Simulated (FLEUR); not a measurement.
Input and output of a self-consistent single point for HfC (I4mm, 2 atoms in the cell) (FLEUR).

Method of the run: LDA (Vosko-Wilk-Nusair), all-electron FLAPW (FLEUR), scalar-relativistic valence.

The change in words: lattice scaled by 0.98; kpt_div: 6 6 6 → 13 13 13; kpt_gamma: true → false. Reference geometry:
```yaml
crystal:
  lattice:
    - [0.00000, 2.33160, 2.33160]
    - [2.33160, 0.00000, 2.33160]
    - [2.33160, 2.33160, 0.00000]
  atoms:
    - { symbol: Hf, position: [0.01072, 0.01072, 0.98928] }
    - { symbol: C, position: [0.50000, 0.50000, 0.50000] }
```

Reference input (self-consistent single point, DFT, LDA (Vosko-Wilk-Nusair), all-electron FLAPW (FLEUR), scalar-relativistic valence): Kmax = 4.5 1/bohr; GmaxXC = 22.5 1/bohr; xcFunctional = vwn; jspins = 1; l_soc = F; mode = hist; fermiSmearingEnergy = 0.00367493 Htr; mesh (inpgen div1-3) = 6 6 6; inpgen gamma flag = true; Gmax = 22.5 1/bohr; numbands = 0; maxIterBroyd = 15. This run's input differs from it in these lines:

```diff
@@ -3,5 +3,5 @@
 &input film=f /
-0.0000000000 4.4060854322 4.4060854322
-4.4060854322 0.0000000000 4.4060854322
-4.4060854322 4.4060854322 0.0000000000
+0.0000000000 4.3179637235 4.3179637235
+4.3179637235 0.0000000000 4.3179637235
+4.3179637235 4.3179637235 -0.0000000000
 1.0
@@ -15,3 +15,3 @@
 &exco xctyp='vwn' /
-&kpt div1=6 div2=6 div3=6 gamma=t /
+&kpt div1=13 div2=13 div3=13 /
 &end /
@@ -44,5 +44,5 @@
          <bravaisMatrix>
-            <row-1>    0.0000000000000000     4.4060854322000003     4.4060854322000003</row-1>
-            <row-2>    4.4060854322000003     0.0000000000000000     4.4060854322000003</row-2>
-            <row-3>    4.4060854322000003     4.4060854322000003     0.0000000000000000</row-3>
+            <row-1>    0.0000000000000000     4.3179637235000001     4.3179637235000001</row-1>
+            <row-2>    4.3179637235000001     0.0000000000000000     4.3179637235000001</row-2>
+            <row-3>    4.3179637235000001     4.3179637235000001     0.0000000000000000</row-3>
          </bravaisMatrix>
```

Log, with long lists cut:

```
 Iteration:     1   Distance:      26.15019893 me/bohr^3
 Iteration:     2   Distance:      21.96682260 me/bohr^3
 Iteration:     3   Distance:       8.11519459 me/bohr^3
 Iteration:     4   Distance:       5.54150144 me/bohr^3
 Iteration:     5   Distance:       3.91740251 me/bohr^3
   [... 9 lines left out ...]
 Iteration:    15   Distance:       0.00003510 me/bohr^3
 Iteration:    16   Distance:       0.00003012 me/bohr^3
 Iteration:    17   Distance:       0.00001077 me/bohr^3
 Iteration:    18   Distance:       0.00000236 me/bohr^3
 Reset of history
 Run finished successfully
 Stop message:
   Structural relaxation: new displacements generated

[file out, last iteration]
             iter=     19
[...]
          total density-effective poten   -2.6141577725E+04
          total charge density-energy d   -3.0603831497E+02
 Updated energy parameters for spin:           1
[...]
 fermi energy and band-weighting factors:

[...]
FERMIE:
          first approx. to ef    (T=0)  :   0.516629 htr   (energy of the highest occ. eigenvalue)
          number of occ. states  (T=0)  :       2940
          first approx. to seigv (T=0)  :  -2.512149 htr
          sum of weights of occ. states :  15.000455
          sum of semicore charge        :   0.000000 e
FERHIS:  Fermi-Energy by histogram:
          bandgap                     :   0.000525 htr
   [... lines left out ...]
          charge neutrality (T=0)     :   0.000910    (zero if the highest occ. eigenvalue is "entirely" occupied)
     EF_NEWTON:  Adjust Fermi-Energy by Newton-Method.
 Direct bandgap for spin            1 :    2.4346662127139318E-003  Htr
 ---->    free energy=                    -15126.7381111288 htr
   [... lines left out ...]
      extrapolation for T->0
 ---->    total electron energy=          -15126.7379412213 htr
 ***** TOTAL FORCES ON ATOMS *****
 TOTAL FORCE FOR ATOM TYPE=  1  X=  0.000   Y=  0.000   Z=  0.093
                       FX_TOT= 0.000000 FY_TOT= 0.000000 FZ_TOT=-0.008499
 TOTAL FORCE FOR ATOM TYPE=  2  X=  4.318   Y=  4.318   Z=  4.318
                       FX_TOT= 0.000000 FY_TOT= 0.000000 FZ_TOT= 0.008514
```

The run converged in 18 iterations. FLEUR gives forces in its relaxation mode, with a further iteration, so its stop message speaks of a relaxation. Against the reference run the free energy falls by 36.2 meV/atom and the largest force goes from 0.311 to 0.438 eV/Å.

The starting cell has typed, rounded lattice constants, without a prior relaxation at this level. Its lattice was rescaled by up to half a per cent. One atom was moved a little off its site on purpose. For this run, on top of that: lattice scaled by 0.98. Spin-orbit coupling is off. Values depend on the basis (sphere radii, cutoffs, local orbitals), which need not be converged. The log's line on a gap gives a spacing of levels on this mesh, which the program prints for metals too.

Cost on one core of a shared machine: roughly 2 min.
